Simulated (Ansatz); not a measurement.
# How far PBE-D3(BJ) and r2SCAN+rVV10 part for Sb, isotropic strain +2.43 %

The reference is Sb (space group R-3m, No. 166; a = 4.3197 Å, c = 11.0234 Å (hexagonal axes); relaxed with 0.1 eV smearing).

(Cell as relaxed with PBE-D3(BJ).)

Levels (all Ansatz, an electronic-structure program, PAW): PBE-D3(BJ) (420 eV, scalar-relativistic without spin-orbit coupling); r2SCAN+rVV10 (500 eV, spin-orbit coupling left out).

Each level relaxes its own structure.

| base | PBE-D3(BJ) | r2SCAN+rVV10 |
|---|---|---|
| volume per atom | 29.69 Å³ | 30.63 Å³ |
| lattice parameter a | 4.320 Å | 4.326 Å |
| band gap | zero | zero |

Perturbation: every lattice vector is stretched by 2.43 %; the atoms relax in the strained cell.

| quantity | PBE-D3(BJ) | r2SCAN+rVV10 |
|---|---|---|
| energy relative to the base (free energy F) | +21 meV/atom | +20 meV/atom |
| pressure (mean of the normal stresses, compression positive) | -2.8 GPa | -2.6 GPa |
| largest internal atomic displacement | 0.039 Å | 0.038 Å |

PBE-D3(BJ)'s energy relative to the base lies 0.7 meV/atom above r2SCAN+rVV10's; PBE-D3(BJ)'s pressure lies 0.2 GPa below r2SCAN+rVV10's. Neither level is exact; r2SCAN+rVV10 is the comparison here, not a measurement.

Spin-orbit coupling, missing from the scalar runs, can matter with Sb. Stability against distortions was not tested.
